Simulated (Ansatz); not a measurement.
Structures of equal composition on the (111) surface of fcc Rh: a layer of Ru in place of the second plane; a layer of Ru in place of the third plane. The slabs share one bottom face, and each structure is named by its start. These are constructed structures in small cells; real faces may alloy, dewet or reconstruct in larger ones, and not all known structures of the face are among them. Slabs of about 11 Å, Fermi-Dirac smearing of 0.1 eV. Bottom of the slabs: a bare face, its two planes held. Relaxed from the named starts with such symmetry as they have, on meshes of like density; energies extrapolated to zero smearing; spin only where a row says so; no spin-orbit coupling, no U. Brackets mark spin-polarised runs, whose order is one that fits the cell.

Level of theory: PBE (plane waves to 420 eV, PAW; Ansatz, an electronic-structure program).

Task: Put the candidates in order of energy per 1x1 cell, lowest first, for PBE.

Result: a layer of Ru in place of the second plane (0.000 eV), a layer of Ru in place of the third plane (0.097 eV)
